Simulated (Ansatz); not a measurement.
**Al$_{2}$Cu (space group I4/mcm, No. 140)**

```xyz
6
Lattice="-3.0297 3.0297 2.4370 3.0297 -3.0297 2.4370 3.0297 3.0297 -2.4370" Properties=species:S:1:pos:R:3 pbc="T T T"
Al     0.9591     3.9888     0.0000
Al     0.9591     2.0706     2.4370
Al     2.0706     0.9591     0.0000
Al     2.0706    -0.9591     2.4370
Cu     0.0000     0.0000     1.2185
Cu     0.0000     0.0000     3.6555
```

All numbers come from PBE (Ansatz, a quantum-chemistry and plane-wave program; PAW; 420 eV plane waves; without spin-orbit coupling), earlier PAW set. Γ-centred 12×12×12 mesh, Fermi–Dirac width 0.05 eV.

| Quantity | Result |
|---|---|
| Volume per atom | 14.91 Å³ |
| Density | 4.36 g/cm³ |
| Band gap | zero |
| Total energy | -2566.892 eV/atom (σ→0; compares only within this code and set-up) |

No phonon test of stability was made. All final runs are without spin polarisation.
